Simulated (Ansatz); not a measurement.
The starting structures come from a database of crystals and need not be the phases stable at ambient conditions.

By LDA and PBEsol, the system below comes out a metal.

Input:

```xyz
1
Lattice="3.3824 0.0000 0.0000 0.0000 4.2157 0.0000 1.6912 -2.1079 1.9547" Properties=species:S:1:pos:R:3 pbc="T T T"
Sn     0.0000     0.0000     0.0000
```

Space group of this cell: Immm. The cell is taken as given; by PBEsol its mean pressure is -2.6 GPa.

The current runs along the normal of the first two printed vectors. All runs by Ansatz (a program for electronic structure), plane waves and PAW, without spin-orbit coupling; the base is PBEsol.

```json
[
 {"run": "base", "mean pressure (GPa)": "-2.6", "G/A, both spins (10¹⁵ S/m²)": "1.20"},
 {"run": "all lengths scaled by 0.98", "mean pressure (GPa)": "0.3", "G/A, both spins (10¹⁵ S/m²)": "1.26"},
 {"run": "all lengths scaled by 1.02", "mean pressure (GPa)": "-4.8", "G/A, both spins (10¹⁵ S/m²)": "…"},
 {"run": "lda in place of pbesol", "mean pressure (GPa)": "-3.9", "G/A, both spins (10¹⁵ S/m²)": "1.18"},
 {"run": "lengths across the current scaled by 0.98, ions clamped", "mean pressure (GPa)": "-0.7", "G/A, both spins (10¹⁵ S/m²)": "1.24"},
 {"run": "lengths across the current scaled by 1.02, ions clamped", "mean pressure (GPa)": "-4.2", "G/A, both spins (10¹⁵ S/m²)": "1.15"},
 {"run": "lengths along the current scaled by 0.97, ions clamped", "mean pressure (GPa)": "-1.3", "G/A, both spins (10¹⁵ S/m²)": "…"},
 {"run": "lengths along the current scaled by 1.03, ions clamped", "mean pressure (GPa)": "-3.8", "G/A, both spins (10¹⁵ S/m²)": "1.15"}
]
```

Question: Fill in the missing entries.

Answer: 
- all lengths scaled by 1.02, G/A, both spins (10¹⁵ S/m²): 1.13
- lengths along the current scaled by 0.97, ions clamped, G/A, both spins (10¹⁵ S/m²): 1.23
